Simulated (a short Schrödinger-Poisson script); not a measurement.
Structure: gated Al0.4Ga0.6As/GaAs δ-doped gas in a quantum well, at 77 K.

| layer | material | thickness (nm) | Na (cm⁻³) |
|---|---|---|---|
| 1 | Al0.4Ga0.6As | 15 | - |
| 2 | Al0.4Ga0.6As | 10 | - |
| 3 | GaAs | 6 | - |
| 4 | Al0.4Ga0.6As | 4000 | 2e15 |

Constants are typed, rounded textbook-type inputs, not results; the design itself was drawn at random and stands for no fabricated device. Al0.4Ga0.6As: permittivity 11.76, conduction-band edge (eV) 0.316, gap (eV) 1.923, electron mass (mₑ) 0.1002, Nv at 300 K (cm⁻³) 9e18. GaAs: permittivity 12.9, conduction-band edge (eV) 0, gap (eV) 1.424, Nv at 300 K (cm⁻³) 9e18.

Channel valleys (confinement mass, in-plane density-of-states mass, number): Γ 0.067, 0.067, 1. At the gate the conduction-band edge of layer 1 lies 1.07 eV − eVg above the Fermi level of the channel; the field vanishes at the back. Sheet of ionised δ-doping: +2.7e12 e/cm² at 15 nm from the gate. The barrier under the gate holds no holes. Gaps are held at their typed values at every temperature. Mesh 0.08 nm at interfaces.

Solved with a short Schrödinger-Poisson script written for these runs: 1D Poisson equation in equilibrium, electrons quantum, Hartree plus LDA exchange-correlation (BenDaniel-Duke, 40 states a valley, the channel's in-plane mass for all, wave functions free to enter the barrier), parabolic valleys, classical holes, full ionisation, no traps, pinning or gate leakage.

**Question.** List the lowest subbands of each valley and their electrons at Vg = 0.5 V.

**Answer.** 
| valley | subband | energy from the Fermi level (meV) | electrons (cm⁻²) | share (%) |
|---|---|---|---|---|
| Γ | 0 | -17.9 | 5.14e11 | 100.0 |
| Γ | 1 | 157.2 | < 1e6 | 0.0 |
| Γ | 2 | 167.5 | < 1e6 | 0.0 |

All electrons: 5.14e11 cm⁻².
